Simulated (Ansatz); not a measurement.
hcp Y (0 0 1) on wurtzite CdS (0 0 1) (film strained to the substrate, started from cuts of the bulks and a machine-learned relaxation; slabs Cd12S12 and Y16, which can lie off the formulas)

A periodic stack without vacuum, hcp Y (0 0 1) on wurtzite CdS (0 0 1) (film strained to the substrate, started from cuts of the bulks and a machine-learned relaxation; slabs Cd12S12 and Y16, which can lie off the formulas): substrate slab Cd12S12, film Y16, surface cells [[-1, 1], [-2, -1]] and [[0, -2], [2, 0]], film strained by -0.6 and -0.6 %, outermost planes Cd/S and Y/Y as cut, which need not be the usual terminations and can put a slab off its formula.

The start was prepared with a machine-learned potential, and the result is one local minimum, with the in-plane cell held and forces under 0.04 eV/Å; the film can end far from its bulk form.

These are PBE (plane waves to 420 eV, PAW; Ansatz, an electronic-structure program) values and carry that method's errors. Scalar-relativistic, without spin–orbit coupling; the runs are not spin-polarised; PBE gaps are too small against experiment. Its k-point mesh 4×4×1, Fermi–Dirac width 0.05 eV.

- interface area: 45.7 Å²
- period: 25.56 Å
- heights between the nearest atoms of the two slabs at the two interfaces: 1.39 and 2.44 Å
- Cd–Y contacts across the interfaces within 1.22 times the sum of covalent radii: 9, mean 3.27 Å
- S–Y contacts across the interfaces within 1.22 times the sum of covalent radii: 9, mean 2.70 Å

```yaml
crystal:
  lattice:
    - [7.26804, 0.00007, 0.05576]
    - [3.63413, 6.29448, 0.00329]
    - [1.10530, -2.72193, 25.58333]
  atoms:
    - { symbol: Cd, position: [0.73157, 0.41703, 0.04814] }
    - { symbol: Cd, position: [0.24083, 0.02868, 0.04793] }
    - { symbol: Cd, position: [0.12311, 0.53914, 0.04728] }
    - { symbol: Cd, position: [0.97559, 0.39199, 0.18299] }
    - { symbol: Cd, position: [0.64642, 0.05153, 0.17330] }
    - { symbol: Cd, position: [0.30807, 0.72280, 0.18077] }
    - { symbol: S, position: [0.65785, 0.38031, 0.14641] }
    - { symbol: S, position: [0.31560, 0.04151, 0.14612] }
    - { symbol: S, position: [0.99699, 0.69943, 0.14516] }
    - { symbol: S, position: [0.93516, 0.43810, 0.28293] }
    - { symbol: S, position: [0.60566, 0.09521, 0.27673] }
    - { symbol: S, position: [0.26692, 0.76717, 0.28128] }
    - { symbol: Cd, position: [0.58959, 0.44241, 0.31044] }
    - { symbol: Cd, position: [0.26037, 0.11262, 0.31153] }
    - { symbol: Cd, position: [0.91896, 0.78888, 0.31509] }
    - { symbol: Cd, position: [0.86765, 0.50796, 0.44422] }
    - { symbol: Cd, position: [0.52819, 0.17839, 0.44336] }
    - { symbol: Cd, position: [0.21315, 0.83682, 0.44853] }
    - { symbol: S, position: [0.55143, 0.48964, 0.41146] }
    - { symbol: S, position: [0.21122, 0.15809, 0.41278] }
    - { symbol: S, position: [0.88359, 0.83259, 0.41728] }
    - { symbol: S, position: [0.81291, 0.56150, 0.54647] }
    - { symbol: S, position: [0.41598, 0.26670, 0.54372] }
    - { symbol: S, position: [0.28103, 0.83464, 0.54702] }
    - { symbol: Y, position: [0.01881, 0.98208, 0.62847] }
    - { symbol: Y, position: [0.54028, 0.94942, 0.60123] }
    - { symbol: Y, position: [0.06798, 0.45687, 0.61989] }
    - { symbol: Y, position: [0.53905, 0.48272, 0.60396] }
    - { symbol: Y, position: [0.16728, 0.18121, 0.72956] }
    - { symbol: Y, position: [0.64441, 0.19321, 0.72799] }
    - { symbol: Y, position: [0.16615, 0.68794, 0.73034] }
    - { symbol: Y, position: [0.66732, 0.68357, 0.72958] }
    - { symbol: Y, position: [0.93891, 0.07698, 0.83845] }
    - { symbol: Y, position: [0.45174, 0.06264, 0.84075] }
    - { symbol: Y, position: [0.95429, 0.57236, 0.84028] }
    - { symbol: Y, position: [0.45013, 0.57180, 0.84193] }
    - { symbol: Y, position: [0.07098, 0.28490, 0.94963] }
    - { symbol: Y, position: [0.54845, 0.29415, 0.95131] }
    - { symbol: Y, position: [0.07706, 0.80286, 0.95137] }
    - { symbol: Y, position: [0.58793, 0.76505, 0.95177] }
```
